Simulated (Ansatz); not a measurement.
**A computed series for hypothetical fluorite ZrS2: pressure series**

Take ZrS₂ in the fluorite structure (space group Fm-3m, No. 225; a = 6.256 Å; a hypothetical phase, not in the database extracts checked) as the base.

Cell and atoms are relaxed at each pressure.

The values are results of Kohn–Sham DFT with the r2SCAN functional, run in Ansatz (a program for electronic structure) with PAW and 500 eV plane waves, no spin-orbit coupling, not measurements.

```
variant           lattice parameter a    band gap
----------------  -------------------  ----------
base                          6.256 Å     0.13 eV
pressure −2 GPa            (withheld)  (withheld)
pressure −1 GPa               6.276 Å     0.16 eV
pressure 3 GPa                6.203 Å     0.06 eV
pressure 7 GPa                6.140 Å        zero
pressure 15 GPa               6.033 Å        zero
pressure 30 GPa            (withheld)        zero
pressure 50 GPa               5.720 Å        zero
pressure 75 GPa               5.569 Å        zero
pressure 100 GPa              5.447 Å        zero
```

Task: Some entries are withheld; estimate them.

Result: 
- pressure −2 GPa, lattice parameter a: 6.296 Å
- pressure −2 GPa, band gap: 0.18 eV
- pressure 30 GPa, lattice parameter a: 5.876 Å

A case with no gap was solved on a k-mesh chosen for an insulator, which is coarse for it. Load acts through the strain it causes; cell and atoms are relaxed under it. Stability against distortions was not tested. No other phases were tried under pressure. The final runs are not spin-polarised. A zero or small gap of ZrS2 can be the functional's error rather than a property of the material.
